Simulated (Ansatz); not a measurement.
Input:

```
CELL_PARAMETERS angstrom
      2.74906     0.00000     0.00000
     -1.37453     2.38075     0.00000
      0.00000     0.00000     4.44852
ATOMIC_POSITIONS crystal
  Re 0.33333 0.66667 0.25000
  Re 0.66667 0.33333 0.75000
```

All values below come from PBEsol, DFPT electron-phonon coupling, linearised Boltzmann equation (plane waves, PAW, scalar-relativistic; Ansatz, a first-principles code). Geometry: relaxed with this functional, without spin-orbit coupling.

Task: Predict the intrinsic resistivity at 300 K.

Result: 14.0 (x), 14.0 (y), 9.9 (z) μΩ·cm.

Task: And the electrons' mean free path at that temperature?

Result: 5.6 nm, weighted by the current that each state carries. Wires not much wider than this gain resistivity from their walls.

A metal at this level (no band gap). Only scattering by harmonic phonons is included (no impurities, grain boundaries, electron-electron scattering or thermal expansion). Spin-orbit coupling is left out, which matters with elements this heavy. Halving the electron mesh (36x36x20) moves the resistivity by up to 4 % at 300 K, the mean free path by up to 5 %. Smearing 0.20 eV; phonons on a 6x6x3 q mesh, which this run doesn't test.
